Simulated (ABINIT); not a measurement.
# σxx against uniaxial strain in rock-salt MgS (space group 225): C11 (ABINIT, LDA)

```xyz
2
Lattice="0.0000 2.5657 2.5657 2.5273 0.0000 2.5657 2.5273 2.5657 0.0000" Properties=species:S:1:pos:R:3 pbc="T T T"
Mg     0.0000     0.0000     0.0000
S      2.5273     2.5657     2.5657
```

Computed with LDA (PW92), norm-conserving pseudopotentials (PseudoDojo nc-sr-04 LDA standard) (plane waves; ABINIT 10.0.3). Settings: pseudos = [Mg.upf, S.upf]; ecut = 110 Ry; ixc = 7; occopt = 3; tsmear = 0.00036749 Ha; ngkpt = 12 12 12; nshiftk = 1; shiftk = 0 0 0; potentials = PseudoDojo nc-sr-04 LDA standard; nband = 13; kptopt = 1; nstep = 50; tolvrs = 1e-11. The cell above is the first row's. The rows stretch one cube axis (x) by the strain ε and hold the other two. Stress is positive in tension. In all rows fractional positions and the k mesh are held.

```
ε (%)  σxx (GPa)
-----  ---------
-1.5           ?
-1.0       -1.74
-0.5       -0.84
0.0         0.00
0.5         0.80
1.0         1.54
1.5         2.25
2.0         2.91
```

Problem. Using a parabola, estimate the missing σxx at ε = -1.5 from the other rows, showing the fit.

Solution. Least squares gives σxx = -0.001 + 1.6417·ε - 0.0938·ε². Residuals (row less fit): -0.004, 0.005, 0.001, 0.004, -0.007, -0.001, 0.003; standard error 0.005 (degrees of freedom: 4). The slope at ε = 0, 1.6417 GPa per cent, gives C11 ≈ 100 × 1.6417 = 164 GPa, for the static lattice. At the withheld row, σxx = -0.001 + 1.6417 × (-1.5) - 0.0938 × (-1.5)² = -2.675 GPa. The calculation gives -2.68 GPa, 0.005 GPa below the prediction (0.1 % of the range of σxx in the table). The row lies outside the fitted rows, so this is an extrapolation. From the scatter of the fitted rows alone, a prediction at this place has a standard error of 0.010 GPa, so the miss is 0.5 times that.

Carrying the step between the two nearest rows on in a straight line would have given -2.64, off by 0.04; series whose last step already gives the withheld value aren't shown. The reference cell has the volume at which an earlier scan in this program and functional put its minimum by a fit. The runs keep the symmetry of the cell, so they don't test it for distortions. The unstrained cell stands at a pressure of 0.00 GPa, and the constants belong to that pressure. By symmetry this strain leaves no force on the atoms; the largest in the rows is 0.000 eV/Å. Cutoffs and mesh are single choices, not tested for convergence of this quantity. Series with a scatter that would blur these digits, or in which a gap closes, are not shown. Strain series were run only where this level's volume lies within 10 % of a first guess from the measured size.
